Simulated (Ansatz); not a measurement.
The parent structure is SiC in the zinc blende structure (space group F-43m, No. 216; a = 4.3563 Å). Axes: x, y, z lie along the cube axes.

Modification: biaxial strain −0.50 %, plane normal [001], relaxed out of plane (Cartesian); in-plane vectors clamped, the third vector and the atoms free.

Computed with r2SCAN in Ansatz (plane waves to 500 eV, PAW, spin-orbit coupling left out).

Task: Give the band edges at the high-symmetry points of the new zone, measured from its valence-band maximum.

Result: 
```tsv
point	valence edge (eV)	conduction edge (eV)
Γ	0.00	6.88
X	-3.39	1.66
P	-4.86	5.63
N	-1.07	6.03
M	-3.31	1.74
S	-2.66	3.63
S₀	-2.66	3.63
R	-4.86	5.74
G	-4.86	5.74
```

The gap is 1.66 eV, indirect, Γ → X.

No phonon test of stability was made. Labels are those of the standard path for the cell's own space group.

Ansatz is a quantum-chemistry and plane-wave program.
